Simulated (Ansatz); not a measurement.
Take GaN in the zinc blende structure (space group F-43m, No. 216; a = 4.498 Å) as the base. Axes: x, y, z lie along the cube axes.

Computed with PBEsol in Ansatz (plane waves to 420 eV, PAW, no spin-orbit coupling), earlier PAW set.

Before the change:

Band gap: 1.70 eV
Shortest interatomic distance: 194.8 pm

It is then changed as follows: a free-standing slab of 1 layer (2 atoms, 2 a layer) is cut normal to [110], with 15 Å of vacuum and the in-plane cell held at bulk.

Problem. Estimate the effect on the gap character, band gap and shortest interatomic distance.

Solution. The gap character amounts to indirect, U → Γ; the band gap shrinks by 0.087 eV (1.70 eV → 1.62 eV); the shortest interatomic distance decreases by 24.25 pm, from 194.8 pm to 170.5 pm.

Whether these cells are dynamically stable was not tested. This is not the structure that GaN has at room temperature and ambient pressure. Labels are those of the standard path for the cell's own space group.

Ansatz is a program for electronic structure.
